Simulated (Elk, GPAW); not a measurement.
A GPAW input for a self-consistent single point of FeCo (Pm-3m, 2 atoms in the cell) (DFT PBE, plane waves, GPAW PAW datasets PBE (gpaw-data 1.0.1)):

```python
from ase import Atoms
from ase.units import GPa
from gpaw import GPAW

atoms = Atoms(['Fe', 'Co'],
              cell=[[2.726604, 0.000000, 0.000000],
                    [0.000000, 2.726604, 0.000000],
                    [0.000000, 0.000000, 2.726604]],
              scaled_positions=[[0.000000, 0.000000, 0.000000],
                                [0.500000, 0.500000, 0.500000]],
              pbc=True)

atoms.set_initial_magnetic_moments([4.0, 3.0])

calc = GPAW(spinpol=True,
            mode={'name': 'pw', 'ecut': 850},
            xc='PBE',
            kpts={'size': (8, 8, 8), 'gamma': True},
            occupations={'name': 'fermi-dirac', 'width': 0.05},
            nbands=-6,
            symmetry={'symmorphic': False, 'tolerance': 0.0005},
            maxiter=150,
            txt='-')

atoms.calc = calc

energy = atoms.get_potential_energy()
print('Energy (eV):', round(energy, 6))
forces = atoms.get_forces()
print('Forces (eV/Ang):')
print(forces.round(5))
stress = atoms.get_stress()
print('Stress (GPa, Voigt):', (stress / GPa).round(4))
```

Question: Give the Elk input for the same structure, mesh, smearing and functional.

Answer: One input that does it (others would too):

```
tasks
  0

xctype
  20

spinpol
  .true.

reducebf
  0.8

tforce
  .true.

rgkmax
  7.5

gmaxvr
  18.0

lmaxapw
  10

lmaxo
  8

nxlo
  2

lorbcnd
  .true.

lradstp
  2

nrmtscf
  2.0

rmtscf
  0.89

lmaxi
  4

swidth
  0.00183747

maxscl
  100

scale
  5.15253481

avec
    1.0000000000    0.0000000000    0.0000000000
    0.0000000000    1.0000000000    0.0000000000
    0.0000000000    0.0000000000    1.0000000000

sppath
  './'

atoms
  2
  'Fe.in'
  1
  0.0000000000  0.0000000000  0.0000000000    0.0 0.0 -4.0
  'Co.in'
  1
  0.5000000000  0.5000000000  0.5000000000    0.0 0.0 -3.0

ngridk
  8 8 8
```

Basis, cutoffs, solver keys and any potentials are the target program's own. This input uses DFT, PBE, all-electron FP-LAPW, Elk's shipped species files, APW+lo basis with extra local orbitals. Both were run: size of the net moment 2.17 μB/atom in GPAW and 2.16 in Elk.

On Elk: the starting cell comes from a database of computed structures (which also holds hypothetical and non-ambient phases and stackings), without a prior relaxation at this level. Its lattice was rescaled by a random factor within 2.5 % of one. For this run, on top of that: lattice scaled by 0.98. The magnetic order is the one reached from the typed start; others were not searched systematically. Values depend on the basis (sphere radii, cutoffs, local orbitals), which need not be converged.

On GPAW: the starting cell comes from a database of computed structures (which also holds hypothetical and non-ambient phases and stackings), without a prior relaxation at this level. Its lattice was rescaled by a random factor within 2.5 % of one. For this run, on top of that: lattice scaled by 0.98. The magnetic order is the one reached from the typed start; others were not searched systematically. With a pressure of about 36 GPa the cell is away from its equilibrium volume at this level.
